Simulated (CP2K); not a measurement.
Band structure of MnO2 (P4_2/mnm, 6 atoms in the cell).

```yaml
crystal:
  lattice:
    - [4.33620, 0.00000, 0.00000]
    - [0.00000, 4.33620, 0.00000]
    - [0.00000, 0.00000, 2.82838]
  atoms:
    - { symbol: Mn, position: [0.00000, 0.00000, 0.00000], spin: 3.0 }
    - { symbol: Mn, position: [0.50000, 0.50000, 0.50000], spin: -3.0 }
    - { symbol: O, position: [0.30500, 0.30500, 0.00000] }
    - { symbol: O, position: [0.80500, 0.19500, 0.50000] }
    - { symbol: O, position: [0.19500, 0.80500, 0.50000] }
    - { symbol: O, position: [0.69500, 0.69500, 0.00000] }
```
(The spins are starting values, not results.)

Method: PBE, GPW, DZVP-MOLOPT-SR-GTH basis, GTH-PBE potentials (GTH_POTENTIALS) (CP2K 2026.2).

Settings: UKS = T; CUTOFF = 600 Ry; REL_CUTOFF = 40 Ry; SMEAR/METHOD = FERMI_DIRAC; ELECTRONIC_TEMPERATURE = 232.09 K; KPOINTS/SCHEME = MONKHORST-PACK 3 3 5; XC_FUNCTIONAL = PBE; Mn1/BASIS_SET = DZVP-MOLOPT-SR-GTH; Mn1/POTENTIAL = GTH-PBE-q15; Mn2/BASIS_SET = DZVP-MOLOPT-SR-GTH; Mn2/POTENTIAL = GTH-PBE-q15; O/BASIS_SET = DZVP-MOLOPT-SR-GTH; O/POTENTIAL = GTH-PBE-q6; MULTIPLICITY = 1.

The starting cell has typed, rounded lattice constants, without a prior relaxation at this level. Its lattice was rescaled by a random factor within 2.5 % of one. The magnetic order is the one reached from the typed start; others were not searched systematically. Values carry the incompleteness of an atom-centred basis.

Levels in eV from the Fermi level, bands 24 to 29 of the first spin channel:
```json
[
 {"point": "Γ", "24": "-1.71", "25": "-1.21", "26": "-1.13", "27": "-0.46", "28": "-0.11", "29": "0.48"},
 {"point": "X", "24": "-1.54", "25": "-1.52", "26": "-1.38", "27": "-0.58", "28": "1.01", "29": "1.34"},
 {"point": "M", "24": "-2.44", "25": "-2.16", "26": "-2.12", "27": "-0.18", "28": "0.17", "29": "0.47"},
 {"point": "Z", "24": "-2.65", "25": "-2.19", "26": "-0.90", "27": "-0.05", "28": "1.33", "29": "1.49"},
 {"point": "R", "24": "-2.00", "25": "-1.87", "26": "-1.78", "27": "-1.23", "28": "0.98", "29": "1.37"},
 {"point": "A", "24": "-2.20", "25": "-1.61", "26": "-0.79", "27": "-0.68", "28": "1.15", "29": "1.40"}
]
```

Bands cross the Fermi level along this path, so the cell is metallic at this level.

Higher empty bands are left out: an atom-centred basis made for the valence describes them poorly.

The net moment of the cell came out as 0.00 μB.
